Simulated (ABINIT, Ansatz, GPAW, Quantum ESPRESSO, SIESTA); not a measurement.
Code comparison for Ru (P6_3/mmc, 2 atoms in the cell)

Self-consistent single point.

```yaml
crystal:
  lattice:
    - [2.75576, 0.00000, 0.00000]
    - [-1.37788, 2.38656, 0.00000]
    - [0.00000, 0.00000, 4.34365]
  atoms:
    - { symbol: Ru, position: [0.33333, 0.66667, 0.25000] }
    - { symbol: Ru, position: [0.66667, 0.33333, 0.75000] }
```

Shared settings, as Ansatz (an electronic-structure program) writes them: kpoints.mp_grid.grid = 6 6 4; scf.occupations.method = gaussian; scf.occupations.width = 0.0073 Ry. Potentials and cutoffs stand in the table.

| code | model | pressure (GPa) | cutoff |
|---|---|---|---|
| SIESTA | GGA PBE, numerical atomic orbitals DZP, PseudoDojo PBE standard norm-conserving potentials (rewritten from UPF to PSML) | -9.24 | grid 300 Ry |
| ABINIT | PBE, PAW (JTH v2.0 PBE PAW) | -9.82 | 20 Ha |
| Ansatz | PBE, PAW files | -10.05 | 30.9 Ry |
| Quantum ESPRESSO | PBE, GBRV 1.5 ultrasoft (PBE) pseudopotentials | -10.23 | 40 Ry |
| GPAW | PBE, GPAW PAW datasets PBE (gpaw-data 1.0.1) | -10.41 | 600 eV |

On Ansatz's run: spin polarisation is off.

The spread over the programs that give each value: pressure within 1.17 GPa.

SIESTA uses small atom-centred bases, whose incompleteness enters pressures, forces and empty levels differently from a plane-wave cutoff. Ansatz's pressure is given at a fixed set of plane waves, as the other plane-wave codes print theirs; with its correction for the finite basis it is -9.84 GPa (the shift of 0.21 GPa shows how far the cutoff is from converged).

On the base mesh (18 18 10) the same programs gave: Ansatz pressure -10.78 GPa; Quantum ESPRESSO pressure -10.96 GPa; ABINIT pressure -10.55 GPa; GPAW pressure -11.13 GPa; SIESTA pressure -10.04 GPa.

The values differ from the base mesh's, so the mesh still matters here: the table compares the programs at equal settings.

The starting cell comes from a database of computed structures (which also holds hypothetical and non-ambient phases and stackings), without a prior relaxation at this level. Its lattice was rescaled by a random factor within 2.5 % of one.

Left out of this page: Elk and FLEUR (not drawn, or without a comparable value).

Keys are those of Ansatz 0.2.
